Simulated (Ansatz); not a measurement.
An Ansatz (a program for electronic structure) run: a single point on Pt with a change (biaxial strain +1.78 %, plane normal [001], relaxed out of plane), its geometry relaxed with PBE; r2SCAN (Ansatz, PAW, without spin-orbit coupling), earlier PAW set.

Input:

Ansatz 0.2 input:
```yaml
crystal:
  lattice:
    - [2.8585359174, 0, 0]
    - [0, 2.8585359174, 0]
    - [1.4292679587, -1.4292679587, 1.9352609359]
  atoms:
    - { symbol: Pt, position: [0, 0, 0] }
basis: { ecutwfc: 500, ecutrho_ratio: 4, xc_grid: 4, fft_grid_basis: typed }
kpoints: { mp_grid: { grid: [28, 28, 28] } }
hamiltonian:
  xc: r2scan
  dispersion: none
  pseudopotentials: { azcp: { folder: ./paw }, kind: paw }
scf: { occupations: { method: fermi_dirac, width: 0.1 }, convergence: { dr2_threshold: 0.0000000001 } }
output: { forces: true, stress: true }
checkpoint: { write: state.ck, write_every: 1000 }
```

Output (explanatory and most iteration lines left out):

```
Pseudopotential: Pt, paw, valence charge 18
Crystal: 1 atoms, lattice volume = 15.813 Å³
Basis set: ecut = 500 eV, 395 PW (Γ), exchange–correlation on 96×96×96 points (64 copies of the dense FFT grid, shifted against one another)
Bands: 13, of which v1, the nominal top of the filled ones, is band 9 counted from 1 (8 counted from 0)
Symmetry: 16 space group operations
Space group: I4/mmm (ITA 139), of the structure as read, at distance tolerance 2.5e-5 Å
k-points: 1639 of 21952
Functional: x = r2scan, c = r2scan; τ floored in thin density (d = 2e-4 eV/Å³)
SCF iter   1: F=—  HF=-12538.396543 eV  |F-HF|=—  |Δ(HF+E_count)|=         —  Δρ=6.55e-2  dr2=6.52e-1  dr2_τ=3.89e-2  ethr=3.10e-3  ⟨swp⟩=5.0  Hψ=118804  notcnv=0
SCF iter   2: F=—  HF=-12538.248964 eV  |F-HF|=—  |Δ(HF+E_count)|=   1.48e-1  Δρ=3.15e-2  dr2=1.36e-1  dr2_τ=1.42e-2  ethr=3.10e-3  ⟨swp⟩=2.0  Hψ=40297  notcnv=0
SCF 1 converged in 8 iterations: F = -12538.263422 eV  dr2 = 6.87e-12
SCF converged after 8 iterations
Free energy (F): -12538.263422 eV
Internal energy: -12538.208736 eV  (E = F + TS)
E sigma→0 (E₀):  -12538.236079 eV
Entropy (-TS):   -0.054686 eV (-54.686 meV/atom)
Fermi energy:    21.688408 eV
--- Forces (eV/Å), atoms counted from 1 ---
  atom   1  Pt    -0.00000000     0.00000000     0.00000000
--- Stress (GPa, compression-positive) ---
       -8.764125       0.000000       0.000000
        0.000000      -8.764125       0.000000
        0.000000       0.000000      -5.979663
  P = ⅓ Tr σ = -7.8360 GPa (-78.360 kbar)
```

Single points use the geometry relaxed with PBE. No phonon test of stability was made. All final runs are without spin polarisation. The cell was made from Pt in the fcc (Cu type) structure (space group Fm-3m, No. 225) by this change: biaxial strain +1.78 %, plane normal [001], relaxed out of plane.
